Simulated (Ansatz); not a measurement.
## A computed series for CrCuO2: response to strain

The reference is CrCuO2 (space group R-3m, No. 166; a = 2.9638 Å, c = 16.9204 Å (hexagonal axes); ferromagnetic). Axes: x lies along a and z along c of the hexagonal cell.

Strains are applied to the cell and any free atomic positions relax; under biaxial strain the out-of-plane vector relaxes too; under stress the whole cell relaxes.

The values are results of plane-wave PAW DFT at the PBEsol level (Ansatz, a quantum-chemistry and plane-wave program, 420 eV), no spin-orbit coupling, not measurements.

| variant | smallest direct gap | band gap | volume per atom |
|---|---|---|---|
| base | 1.16 eV | 0.92 eV | 10.73 Å³ |
| biaxial strain −0.26 %, plane normal [001], relaxed out of plane | [?] | 0.90 eV | 10.69 Å³ |
| isotropic strain −2.53 % | 0.95 eV | 0.61 eV | 9.93 Å³ |
| isotropic strain −1.40 % | 1.10 eV | 0.75 eV | 10.28 Å³ |
| isotropic strain −0.90 % | 1.16 eV | 0.81 eV | 10.44 Å³ |
| isotropic strain +1.64 % | 1.10 eV | 0.92 eV | 11.26 Å³ |
| uniaxial strain ε_xx = +0.27 % | 1.16 eV | 0.94 eV | 10.76 Å³ |
| uniaxial stress, 5 GPa tension along x | 1.19 eV | 0.96 eV | [?] |
| uniaxial stress, 3 GPa compression along x | 1.13 eV | 0.83 eV | [?] |
| uniaxial stress, 2 GPa compression along x | 1.14 eV | 0.87 eV | 10.67 Å³ |

Task: Complete the table.

Result: 
- biaxial strain −0.26 %, plane normal [001], relaxed out of plane, smallest direct gap: 1.15 eV
- uniaxial stress, 5 GPa tension along x, volume per atom: 10.88 Å³
- uniaxial stress, 3 GPa compression along x, volume per atom: 10.64 Å³

Stability under load was not tested beyond the relaxation. No Hubbard U is applied and the magnetic state is the run's own (CrCuO2 ferromagnetic); small cells can't hold the antiferromagnetic order that many such compounds have, so gaps and moments can be off. Where the two band edges lie in opposite spin channels, the gap is a spin-flip gap.
